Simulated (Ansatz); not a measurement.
Structure of amorphous Si18Na6Ca3O42 (periodic cell):

```xyz
69
Lattice="10.3521 0.0961 0.2180 0.0961 10.0488 -0.0657 0.2180 -0.0657 9.7893" Properties=species:S:1:pos:R:3 pbc="T T T"
Si     3.5759     7.9972     3.4050
Si     2.1193     5.5457     8.0606
Si     2.6864     8.4635     0.7169
Si     2.3241     1.2373     0.9777
Si     1.5466     3.1662     3.0088
Si     1.7735     6.0473     2.2275
Si     9.5263     5.2910     9.3020
Si     5.6661     3.5322     4.9345
Si     7.3507     1.2585     5.9598
Si     7.7435     0.5067     8.8519
Si     9.2833     6.6836     2.2688
Si     9.7895     1.3111     3.9809
Si     1.2913     9.2488     5.3268
Si     3.2143     8.3239     7.3843
Si     2.8452     3.5552     5.8783
Si     5.8002     8.5259     5.5475
Si     7.6632     6.0570     4.8351
Si     8.6789     9.6598     1.4941
Na     0.7492     2.1779     7.7804
Na     3.6984     1.0487     4.5695
Na     7.4139     3.6344     8.1494
Na     3.7197     2.7313     8.7239
Na     6.4214     7.8179     0.3391
Na     9.6089     2.5850     0.9185
Ca     5.7003     1.4586     1.6729
Ca     8.7143     7.6682     7.3637
Ca     0.7218     5.9621     5.2924
O      2.9207     6.4738     3.3630
O      1.3751     2.1328     0.0837
O      0.5286     0.6158     4.8443
O      9.3810     5.4610     1.2074
O      3.4582     8.4551     8.9865
O      6.4708    10.0198     5.5117
O      9.5318     0.4160     2.6607
O      3.8628     1.1574     0.5495
O      8.9234     5.7562     5.7664
O      9.5272     3.7520     8.8873
O      2.5447     6.8689     7.0785
O      7.1180     9.6992     1.8114
O      2.4651     8.9424     4.1536
O      8.2654     1.0541     7.3013
O      2.0060     3.7689     4.4470
O      6.9156     1.7416     9.4742
O      2.9038     2.0927     6.4564
O      1.8988     7.0346     0.9505
O      9.1086     0.2727     9.8695
O      8.2146     6.1350     8.8622
O     10.5376     8.2276     5.8079
O      3.2282     4.9718     8.9944
O      6.6181     4.8352     4.6326
O      4.3367     4.2162     5.6578
O      9.2417     8.1017     1.4827
O      1.8102     4.5009     6.7681
O      7.2995     9.0778     8.4429
O      8.0371     6.5644     3.3082
O      6.4399     2.6235     6.1425
O      4.9966     8.2184     4.1465
O      0.5492     5.9787     8.4642
O      2.3802     1.8415     2.5946
O      3.9118     8.4051     1.8460
O      8.3682     1.5490     4.7212
O      1.7502     4.4434     1.9931
O      0.3322     6.4315     2.9680
O      1.7726     9.7363     1.0675
O      6.9488     7.3674     5.6482
O      2.2115     9.4472     6.7050
O     10.3161     2.7859     3.4060
O      5.3401     2.5741     3.7000
O      4.7025     8.4454     6.7312
```

All values below come from PBE, scalar-relativistic without spin-orbit coupling (plane waves to 420 eV, PAW; Ansatz, a program for electronic structure).

Preparation: random packing, a CHGNet melt and quench, and a DFT relaxation. O atoms were pushed apart under 1.9 Å during the dynamics, to hinder bonds among them. The hot cell started wider than the set density and was brought back towards it in steps. It is the lowest in DFT energy of 2 quenches. It is a model cell: composition and starting density were chosen by hand, and all elements were melted together. No dispersion term was used. Its density started from a set value of 2.41 and ended at 2.34 g/cm³. The quench (nominally 260 K/ps over its main leg) was far faster than any real one, so the model tends to hold more defects than a real film. One small periodic cell is one sample of the glass; other quenches scatter about these values. Volume and shape were free in the relaxation.

Bonds are counted up to Si-Si 2.60 Å, Si-Na 3.05 Å, Si-Ca 3.16 Å, Si-O 1.92 Å, Na-Na 3.65 Å, Na-Ca 3.76 Å, Na-O 2.90 Å, Ca-Ca 3.87 Å, Ca-O 2.90 Å, O-O 1.58 Å. Two cations that share two anions don't count as bonded, nor two that share one unless they lie closer than Si-Si 2.38 Å, Si-Na 2.96 Å, Si-Ca 3.07 Å, Na-Na 3.55 Å, Na-Ca 3.66 Å, Ca-Ca 3.77 Å.

Question: Give the coordination numbers, mean bond lengths and angles.

Answer: 
The mean coordination of Si by anions is 4.00 (18 with 4); 1 close contacts or bonds to cations besides, the mean coordination of Na by anions is 4.33 (1 with 3, 3 with 4, 1 with 5, 1 with 6); 2 close contacts or bonds to cations besides and the mean coordination of Ca by anions is 5.00 (1 with 4, 1 with 5, 1 with 6); 1 close contacts or bonds to cations besides. The mean coordination of O is 2.69 (18 with 2, 19 with 3, 5 with 4), the mean Si-O bond is 1.644 Å (spread 0.036 Å, 72 counted) and the mean Na-O bond is 2.479 Å (spread 0.194 Å, 26 counted). The mean Ca-O bond is 2.367 Å (spread 0.164 Å, 15 counted) and the bond angle at Si is mean 108.8°, spread 9.3°. The bond angle at Na comes out as mean 99.1°, spread 29.8° and the bond angle at Ca comes out as mean 103.2°, spread 30.0°. The bond angle at O comes out as mean 117.3°, spread 21.5°.

Question: List the pairs of like atoms that count as bonded by the rules above.

Answer: There are none by these rules.
